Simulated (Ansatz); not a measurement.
Consider a periodic stack without vacuum, wurtzite AlN (0 0 1) on wurtzite ZnO (0 0 1) (film strained to the substrate, started from cuts of the bulks and a machine-learned relaxation; slabs Zn6O6 and Al6N6, which can lie off the formulas): substrate slab Zn6O6, film Al6N6, surface cells [[-1, -1], [0, -1]] and [[0, 1], [-1, 0]], film strained by +4.8 and +4.8 %, outermost planes O/Zn and N/Al as cut, which need not be the usual terminations and can put a slab off its formula. Its start:

```
CELL_PARAMETERS angstrom
      3.27949     0.00000     0.03438
      1.63974     2.84012    -0.03498
     -0.36274     0.62117    30.23455
ATOMIC_POSITIONS crystal
  Zn 0.51030 0.02710 0.04834
  Zn 0.82766 0.40171 0.13659
  O  0.49420 0.06766 0.11337
  O  0.84377 0.35970 0.02484
  Zn 0.48442 0.09691 0.22483
  Zn 0.80951 0.44162 0.31273
  O  0.47597 0.10801 0.29030
  O  0.81747 0.42994 0.20178
  Zn 0.48486 0.08374 0.40073
  Zn 0.83343 0.37672 0.48912
  O  0.49893 0.04515 0.46632
  O  0.81766 0.41781 0.37839
  Al 0.50761 0.01930 0.57048
  Al 0.84625 0.34064 0.64900
  N  0.51251 0.00777 0.63422
  N  0.84044 0.35366 0.55568
  Al 0.51818 0.99702 0.72792
  Al 0.85569 0.32408 0.80690
  N  0.52179 0.99126 0.79147
  N  0.85107 0.33094 0.71272
  Al 0.52090 0.99671 0.88582
  Al 0.84607 0.35064 0.96401
  N  0.51295 0.01618 0.94948
  N  0.85404 0.33007 0.87056
```

The start was prepared with a machine-learned potential, and the result is one local minimum, with the in-plane cell held and forces under 0.04 eV/Å; the film can end far from its bulk form.

Calculation: PBE (plane waves to 420 eV, PAW; Ansatz, a program for electronic structure). Scalar-relativistic, without spin–orbit coupling; the runs are not spin-polarised; PBE gaps are too small against experiment. Its k-point mesh 8×8×1, Fermi–Dirac width 0.05 eV.

### Question
Predict the relaxed interface.

### Answer
* **interface area**: 9.3 Å²
* **period**: 30.34 Å
* **heights between the nearest atoms of the two slabs at the two interfaces**: 2.03 and 1.86 Å
* **Al–O contacts across the interfaces within 1.22 times the sum of covalent radii**: 1, mean 1.86 Å
* **N–Zn contacts across the interfaces within 1.22 times the sum of covalent radii**: 1, mean 2.03 Å
* **two interfaces**: unlike, so that offsets are their mean
